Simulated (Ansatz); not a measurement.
Rock-salt LuN was calculated with PBE0 in Ansatz (PAW).

Settings: plane-wave cutoff 460 eV, 10×10×10 k mesh, Fermi–Dirac smearing 0.05 eV, scalar-relativistic PAW data made under PBE.

Energies at three volumes about the minimum:

```json
[
 {"V (Å³/atom)": "13.054", "E − E_lowest (meV/atom)": "7.54"},
 {"V (Å³/atom)": "13.460", "E − E_lowest (meV/atom)": "0.00"},
 {"V (Å³/atom)": "13.796", "E − E_lowest (meV/atom)": "4.58"}
]
```

### Question
Fit a parabola by hand: where is the minimum, what lattice constant follows, and what is the bulk modulus?

### Answer
Slopes: (0.00 − 7.54)/(13.460 − 13.054) = -18.571 and (4.58 − 0.00)/(13.796 − 13.460) = 13.631 meV/Å³. Curvature E″ = 2 × (13.631 − (-18.571))/(13.796 − 13.054) = 86.798 meV/Å⁶. From the middle of the first interval, the slope vanishes at V0 = 13.2570 − (-18.571)/86.798 = 13.471 Å³/atom. B = V0 E″ = 13.471 × 86.798 meV/Å³ × 0.1602 GPa per meV/Å³ = 187 GPa. With 8 atoms in the cube, a = (8 × 13.471)^(1/3) = 4.759 Å. The full Birch–Murnaghan fit to all volumes gives V0 = 13.463 Å³/atom and B0 = 185 GPa.

Measured, for comparison: equilibrium volume per atom 13.53 Å³/atom (temperature not stated, no zero-point or thermal correction, from a published cell, temperature and pressure not stated; as tabulated in Crystal Structures 1, 85 (1963)). Computed less measured: equilibrium volume per atom -0.5 %. A static lattice is as a rule a little smaller and stiffer than an uncorrected measurement, which can account for part of this in the equilibrium volume per atom.

Ansatz is a first-principles code.
